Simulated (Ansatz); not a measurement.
# Pressure series in BAs

Consider BAs in the zinc blende structure (space group F-43m, No. 216; a = 4.784 Å).

Cell and atoms are relaxed at each pressure.

Computed with Ansatz (an electronic-structure program), r2SCAN, PAW, cutoff 500 eV, scalar-relativistic without spin-orbit coupling.

| pressure (GPa) | volume per atom (Å³/atom) |
|---|---|
| -2 | 13.886 |
| -1 | 13.784 |
| 0 | 13.685 |
| 0.3 | 13.656 |
| 0.7 | ? |
| 1.5 | 13.543 |
| 3 | 13.408 |
| 5 | 13.238 |
| 7.5 | 13.039 |

Task: Fit the third-order Birch–Murnaghan form P(V) = (3B₀/2)[(V₀/V)^(7/3) − (V₀/V)^(5/3)]·[1 + (3/4)(B₀′ − 4)((V₀/V)^(2/3) − 1)] (squares taken in P) to the rows shown and predict the withheld row.

Result: Least squares on the printed values gives V₀ = 13.685 Å³/atom, B₀ = 141 GPa, B₀′ = 3.9; this predicts 13.618 Å³/atom, and the run gives 13.618 Å³/atom, in agreement.

Load acts through the strain it causes; cell and atoms are relaxed under it. Stability against distortions was not tested. Competing high-pressure phases were not computed.
